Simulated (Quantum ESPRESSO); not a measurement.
# Short convergence ladders for YAlSi (Cm, 6 atoms in the cell)

```
CELL_PARAMETERS angstrom
      1.98017    -5.14346     0.00000
      1.98017     5.14346     0.00000
      0.00000     0.00000     5.67650
ATOMIC_POSITIONS crystal
  Y  0.30520 0.69480 0.25881
  Y  0.69480 0.30520 0.75000
  Al 0.00000 0.00000 0.50000
  Al 0.00000 0.00000 0.00000
  Si 0.40169 0.59831 0.75000
  Si 0.59831 0.40169 0.25000
```

Base method: LDA (PZ), GBRV 1.5 ultrasoft (LDA) pseudopotentials (plane waves; Quantum ESPRESSO 7.5).

Base settings: ecutwfc = 40 Ry; ecutrho = 320 Ry; occupations = smearing; smearing = fd; degauss = 0.0073499 Ry; potentials = {Y: y_lda_v1.4.uspp.F.UPF, Al: al_lda_v1.uspp.F.UPF, Si: si_lda_v1.uspp.F.UPF}; K_POINTS = automatic 3 3 2 0 0 0; conv_thr = 1e-10 Ry.

The count of work is k-points × plane waves × bands × iterations; it is no time. Core times come from one kind of shared machine, to one figure; runs under 30 s give none.

**The plane-wave cutoff**

Moved along: ecutrho.

The second cell is the first with its lattice scaled by 0.98.

The mesh stays at the base's, so the ladder's end is converged at best in this setting alone.

Only quantities that move along the ladder and can be compared are tabulated.

| ecutwfc | free energy less the last step's (meV/atom) | energy of the compressed cell less the first (meV/atom) | pressure (GPa) | largest difference of a force vector from the last step's (eV/Å) | count of work / last |
|---|---|---|---|---|---|
| 14 Ry | 185.14 | 4.66 | -8.44 | 0.010 | 0.057 |
| 22 Ry | 31.29 | -1.92 | -4.03 | 0.006 | 0.11 |
| 40 Ry | 2.98 | -2.16 | -3.23 | 0.001 | 0.29 |
| 96 Ry | 0.00 | -2.19 | -3.18 | 0.000 | 1.0 |

Coarsest ecutwfc that holds the energy of the compressed cell less the first within 1 meV/atom of the last step, with all finer ones: 22 Ry, at 0.11 of the last step's count of work; the step before is off by 6.9 meV/atom.

Coarsest ecutwfc that holds the free energy within 5 meV/atom: not settled: the last two steps still differ by 3.0 meV/atom, over half the tolerance, so the ladder does not show it.

Coarsest ecutwfc that holds the pressure within 0.2 GPa of the last step, with all finer ones: 40 Ry, at 0.29 of the last step's count of work; the step before is off by 0.85 GPa.

At the lowest cutoff the pressure lies 5.3 GPa under the last step's, the usual sign of Pulay stress in an incomplete plane-wave basis.

**The density cutoff**

The second cell is the first with its lattice scaled by 0.98.

The mesh stays at the base's, so the ladder's end is converged at best in this setting alone.

Only quantities that move along the ladder and can be compared are tabulated.

| ecutrho | free energy less the last step's (meV/atom) | energy of the compressed cell less the first (meV/atom) | pressure (GPa) | largest difference of a force vector from the last step's (eV/Å) | core time / last (rough) |
|---|---|---|---|---|---|
| 80 Ry | -21.46 | 0.29 | -1.54 | 0.043 | – |
| 160 Ry | 0.04 | -2.16 | -3.23 | 0.000 | – |
| 240 Ry | 0.01 | -2.14 | -3.23 | 0.000 | 0.4 |
| 320 Ry | 0.00 | -2.16 | -3.23 | 0.000 | 0.4 |
| 640 Ry | 0.00 | -2.16 | -3.23 | 0.000 | 1 |

Coarsest ecutrho that holds the energy of the compressed cell less the first within 0.2 meV/atom of the last step, with all finer ones: 160 Ry; the step before is off by 2.4 meV/atom.

Coarsest ecutrho that holds the pressure within 0.5 GPa of the last step, with all finer ones: 160 Ry; the step before is off by 1.7 GPa.

Coarsest ecutrho that holds the forces within 0.005 eV/Å of the last step, with all finer ones: 160 Ry; the step before is off by 0.043 eV/Å.

**The relaxed cell against the cutoff**

On YAlSi (Cmcm, 6 atoms in the cell): atoms on their sites.

In this ladder: calculation = vc-relax; tprnfor = default; tstress = default. Moved along: ecutrho.

The mesh stays at the base's, so the ladder's end is converged at best in this setting alone.

Only quantities that move along the ladder and can be compared are tabulated.

| ecutwfc | relaxed volume (Å³/atom) | relaxation steps | core time / last (rough) |
|---|---|---|---|
| 20 Ry | 18.452 | 11 | 0.09 |
| 28 Ry | 18.609 | 12 | 0.2 |
| 40 Ry | 18.625 | 12 | 0.4 |
| 80 Ry | 18.633 | 12 | 1 |

Coarsest ecutwfc that holds the relaxed volume within 0.019 Å³/atom of the last step, with all finer ones: 40 Ry, at about 0.4 of the last step's time; the step before is off by 0.024 Å³/atom.

At the lowest cutoff the cell relaxes to a volume 1.0 % smaller than at the highest.

On the base run: the starting cell comes from a database of computed structures (which also holds hypothetical and non-ambient phases and stackings), without a prior relaxation at this level. Its lattice was rescaled by up to half a per cent. One atom was moved a little off its site on purpose. Without a gap this mesh is coarse (it stands for a supercell whose shortest vector is 11 Å).
